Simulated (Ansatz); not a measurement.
A self-consistent single point of Sr2FeO4 (I4/mmm, 7 atoms in the cell) with Ansatz (a program for electronic structure).

Method of the run: PBEsol+U, default PAW files made with PBE (plane waves; Ansatz).

```
CELL_PARAMETERS angstrom
     -1.91985     1.91985     6.19083
      1.91985    -1.91985     6.19083
      1.91985     1.91985    -6.19083
ATOMIC_POSITIONS crystal
  Sr 0.64235 0.64235 0.00000
  Sr 0.35765 0.35765 0.00000
  Fe 0.00000 0.00000 0.00000
  O  0.84459 0.84459 0.00000
  O  0.15541 0.15541 0.00000
  O  0.50000 0.00000 0.50000
  O  0.00000 0.50000 0.50000
```
Moments meant for the start (each program seeds them in its own way; μB, in the order of the atoms Sr Sr Fe O O O O): 0.0 0.0 4.0 0.0 0.0 0.0 0.0.

Reference input (self-consistent single point, DFT, PBEsol+U, plane waves, default PAW files made with PBE): kpoints.mp_grid.grid = 14 14 14; kpoints.mp_grid.shift = 0.5 0.5 0.5; hamiltonian.xc = pbesol; hamiltonian.pseudopotentials = {kind: paw} (the program's default PAW files); hamiltonian.hubbard.sites = [{species: Fe, l: d, u_eff: 5.3}] eV; magnetization.spin_polarized = true; scf.occupations.method = cold; scf.occupations.width = 0.1 eV. This run's input differs from it in these lines:

Ansatz 0.2 input:
```diff
@@ -23,3 +23,3 @@
 scf:
-  occupations: { method: cold, width: 0.1 }
+  occupations: { method: cold, width: 0.3 }
 output:
```

Log, with long lists cut:

```
SCF iter   1: F=—  HF=-13681.129620 eV  |F-HF|=—  |Δ(HF+E_count)|=         —  Δρ=4.96e-2 (↑3.98e-2 ↓4.96e-2)  dr2=7.56e0  dr2_m=4.45e-1  M=4.000 μB ∫|m|=4.376 μB  β_m=1.00  ethr=3.10e-3  ⟨swp⟩=7.7  Hψ=89819  notcnv=0
all-band conjugate gradients solve this SCF's bands
preconditioner: auto → Kerker (q_TF=auto, 2.544 Å⁻¹)
spin=Collinear: Kerker preconditioning applied to the charge; magnetization (m = ρ↑ − ρ↓) channel mixes plain (no charge-response kernel on spin).
   [... lines left out ...]
SCF iter  26: F=—  HF=-13679.520977 eV  |F-HF|=—  |Δ(HF+E_count)|=   1.39e-7  S|Δr|=    0.00e0  Δρ=6.30e-6 (↑5.44e-6 ↓6.30e-6)  dr2=2.87e-7  dr2_m=2.48e-9  M=3.992 μB ∫|m|=4.255 μB  β_m=0.84  ethr=1.33e-9  ⟨swp⟩=2.0  Hψ=22427  notcnv=0  defer=236
SCF iter  27: F=-13679.520977 eV  HF=-13679.520977 eV  |F-HF|=5.13e-8  |Δ(HF+E_count)|=   4.02e-8  S|Δr|=    0.00e0  Δρ=4.96e-6 (↑4.01e-6 ↓4.96e-6)  dr2=7.54e-8  dr2_m=1.76e-9  M=3.992 μB ∫|m|=4.255 μB  ethr=1.67e-10  ⟨swp⟩=9.8  Hψ=88423  notcnv=0
SCF 1 converged in 27 iterations: F = -13679.520977 eV  dr2 = 7.54e-8
the last iteration of the SCF fills more bands at one k-point than at another: 31 at σ=↑ k=3 and 33 at σ=↑ k=0 …
Stability not checked (fill_not_monotonic)
Magnetization: 3.9923 μB (31.9962 up, 28.0038 down)
Absolute magnetization: 4.2706 μB (∫|ρ↑−ρ↓|, with the PAW one-centre terms)
Spin contamination: 0.1884 ħ² per cell (⟨S²⟩ above its minimum at these occupations)
   [... lines left out ...]
Free energy (F): -13679.520977 eV
Fermi energy:    9.883935 eV
   [... lines left out ...]
  atom   7  O      0.00000000    -0.00000000    -0.00000000
--- Stress (GPa, compression-positive) ---
        0.975010      -0.000000       0.000000
       -0.000000       0.975010      -0.000000
        0.000000      -0.000000       0.740576
  P = ⅓ Tr σ = 0.8969 GPa (8.969 kbar)
  The stress holds the Pulay correction. Without it, at fixed plane waves, as pw.x and ABINIT print it: P = 0.2986 GPa
Occupation matrices written to occupation_matrices
```

The run converged in 27 iterations. 

The starting cell comes from a database of computed structures (which also holds hypothetical and non-ambient phases and stackings), without a prior relaxation at this level. With one magnetic atom in the cell only a parallel order is possible. With U or open f shells several self-consistent states can exist. Ansatz's pressure includes its estimate of the finite-basis (Pulay) stress. Without the estimate this run gives 0.30 GPa.

These are the values that this program gave, and no reference: magnets with a U can end in a higher state.

Cost on one core of a shared machine: roughly 4 min.
